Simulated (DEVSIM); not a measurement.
System: Ge p-i-n diode, at 400 K.

Layer 1 from the left is Ge, thickness (μm) 1.50, Na (cm⁻³) 1.1e17, τn (s) 1.9e-7, τp (s) 6.5e-6. Layer 2 from the left is Ge, thickness (μm) 0.310, Nd (cm⁻³) 2e12, τn (s) 6.5e-6, τp (s) 6.5e-6. Layer 3 from the left is Ge, thickness (μm) 2.80, Nd (cm⁻³) 3.5e17, τn (s) 6.5e-6, τp (s) 6.5e-6.

Left contact: ohmic. Right contact: ohmic. Voltage is applied to the left contact. Recombination: SRH at mid-gap, radiative, Auger. Mobility is μmin + (μ − μmin)/(1 + (N/Nref)^α).

Constants are typed, rounded textbook-type inputs, not results; the design itself was drawn at random and stands for no fabricated device. Values at 300 K; Nc and Nv go as T^1.5, mobilities as T to minus their exponent, the gap by Varshni's rule with the affinity fixed.

Ge: gap (eV) 0.664, affinity (eV) 4, permittivity 16, Nc (cm⁻³) 1.04e19, Nv (cm⁻³) 6e18, μn (cm²/Vs) 3900, μp (cm²/Vs) 1900, μn,min 150, μp,min 100, Nref,n 2.6e17, Nref,p 4e17, αn 0.56, αp 0.6, T exponent of μn 1.66, T exponent of μp 2.33, B (cm³/s) 6.4e-14, Cn (cm⁶/s) 1e-31, Cp (cm⁶/s) 1e-31, Varshni α (eV/K) 0.000477, Varshni β (K) 235.

Model (solved in DEVSIM): 1D drift-diffusion, Boltzmann statistics, complete ionisation; no tunnelling, impact ionisation, image-force lowering or self-heating.

### Question
What does the simulation give for the dark forward voltage at 100 A/cm², the potential step across the device at zero bias?

### Answer
dark forward voltage at 100 A/cm² 0.156 V; potential step across the device at zero bias 0.340 V.
